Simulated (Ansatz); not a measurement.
Start from InP in the zinc blende structure (space group F-43m, No. 216; a = 5.960 Å).

Method: PBE (Ansatz, an electronic-structure program; PAW; 420 eV plane waves; no SOC), earlier PAW set.

Carriers are added at fixed cell with a uniform background; the Fermi–Dirac width is that of 300 K.

One change was made to it. Results:

The gap between the host's bands falls by 0.01 eV to 0.43 eV; the Fermi level relative to the doped band's edge (positive inside the band; to 0.05 eV) is +1.15 eV; the gap character is still direct at Γ.

Problem. Which of these changes matches the shifts?
A. holes 3.0×10^21 cm⁻³
B. holes 1.0×10^22 cm⁻³
C. electrons 1.0×10^21 cm⁻³

Solution. C, electrons 1.0×10^21 cm⁻³. For comparison, the Fermi level from band edge in the other runs: holes 3.0×10^21 cm⁻³ gives +0.45 eV; holes 1.0×10^22 cm⁻³ gives +0.80 eV.

Charged cell with a jellium background: band edges are those of the host's band count, energies are not comparable with the neutral cell, and many-body gap narrowing is missing. Gaps are read on the SCF mesh and a high-symmetry path. No phonon test of stability was made.
